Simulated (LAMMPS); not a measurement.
Consider Al (fcc) with 90 % of Al sites Co, 4000 atoms, at 1180 K and 0 GPa, heated as the crystal in molecular dynamics.

Model: classical MD, pair style eam/alloy, file CoAl.eam.alloy, run in LAMMPS.

```csv
r (Å),"g(r), Al-Co","g(r), Co-Co","g(r), Al-Al"
1.900,0.001,0.000,0.000
1.940,0.003,0.001,0.000
1.980,0.003,0.002,0.000
2.020,0.015,0.005,0.000
2.060,0.040,0.016,0.000
2.100,0.089,0.048,0.000
2.140,0.208,0.128,0.000
2.180,0.368,0.298,0.000
2.220,0.708,0.557,0.000
2.260,1.17,1.01,0.000
2.300,1.70,1.59,0.029
2.340,2.36,2.31,0.071
2.380,2.88,3.07,0.123
2.420,3.49,3.68,0.343
2.460,3.82,4.14,0.882
2.500,3.92,4.26,1.29
2.540,3.84,4.16,1.56
2.580,3.63,3.80,2.40
2.620,3.23,3.29,2.94
2.660,2.67,2.72,3.30
2.700,2.29,2.15,3.18
2.740,1.80,1.68,3.13
2.780,1.44,1.25,3.28
2.820,1.01,0.918,2.98
2.860,0.746,0.663,2.39
2.900,0.552,0.470,2.07
2.940,0.383,0.334,1.49
2.980,0.288,0.227,1.10
3.020,0.209,0.168,1.00
3.060,0.184,0.140,0.718
3.100,0.173,0.125,0.547
3.140,0.165,0.134,0.400
3.180,0.198,0.157,0.291
3.220,0.250,0.206,0.365
3.260,0.275,0.264,0.313
3.300,0.352,0.342,0.362
3.340,0.411,0.417,0.381
3.380,0.485,0.498,0.460
3.420,0.563,0.583,0.529
3.460,0.643,0.664,0.685
3.500,0.684,0.735,0.619
3.540,0.722,0.777,0.673
3.580,0.712,0.783,0.706
3.620,0.733,0.779,0.749
3.660,0.713,0.751,0.693
3.700,0.673,0.692,0.661
3.740,0.623,0.628,0.619
3.780,0.581,0.550,0.595
3.820,0.515,0.476,0.482
3.860,0.475,0.419,0.509
3.900,0.441,0.373,0.564
3.940,0.465,0.368,0.453
3.980,0.519,0.395,0.556
4.020,0.564,0.467,0.804
4.060,0.723,0.604,0.807
4.100,0.871,0.780,1.04
4.140,1.08,1.01,1.16
4.180,1.31,1.28,1.31
4.220,1.58,1.56,1.71
4.260,1.73,1.83,1.65
4.300,1.90,2.05,1.79
4.340,2.07,2.22,1.78
4.380,2.10,2.30,2.01
4.420,2.10,2.28,1.86
4.460,2.05,2.15,1.80
4.500,1.92,2.00,1.50
4.540,1.68,1.78,1.52
4.580,1.51,1.53,1.27
4.620,1.30,1.28,1.29
4.660,1.08,1.05,1.01
4.700,0.981,0.865,1.03
4.740,0.843,0.733,0.919
4.780,0.763,0.662,0.772
4.820,0.753,0.644,0.932
4.860,0.723,0.669,0.795
4.900,0.758,0.711,0.821
4.940,0.773,0.776,0.729
4.980,0.799,0.828,0.754
5.020,0.847,0.862,0.795
5.060,0.863,0.895,0.758
5.100,0.882,0.884,0.835
5.140,0.843,0.859,0.729
5.180,0.841,0.841,0.922
5.220,0.829,0.791,0.908
5.260,0.791,0.748,0.757
5.300,0.781,0.727,0.718
5.340,0.803,0.734,0.824
5.380,0.797,0.769,0.769
5.420,0.863,0.826,0.858
5.460,0.898,0.886,0.884
5.500,1.01,0.984,0.941
5.540,1.09,1.07,0.983
5.580,1.10,1.16,1.09
5.620,1.16,1.22,1.07
5.660,1.19,1.26,1.12
5.700,1.19,1.27,1.13
5.740,1.17,1.23,1.15
5.780,1.12,1.17,1.03
5.820,1.05,1.08,0.927
5.860,0.986,0.969,0.876
5.900,0.887,0.871,0.791
5.940,0.800,0.766,0.758
5.980,0.717,0.691,0.714
```

Read from the full data:
- state found: crystal; no diffusion seen in 30 ps
- first peak of g(r), Al-Co: 2.51 Å, height 3.9
- coordination number of Al by Co: 10.9 (counted to 3.14 Å)
- coordination number of Co by Al: 1.22 (counted to 3.14 Å)
- first peak of g(r), Co-Co: 2.50 Å, height 4.3

Caution: the random arrangement on this lattice is imposed, and need not be a phase that exists in equilibrium. Caution: a run this short can hold a crystal over, or a liquid under, the potential's melting point.
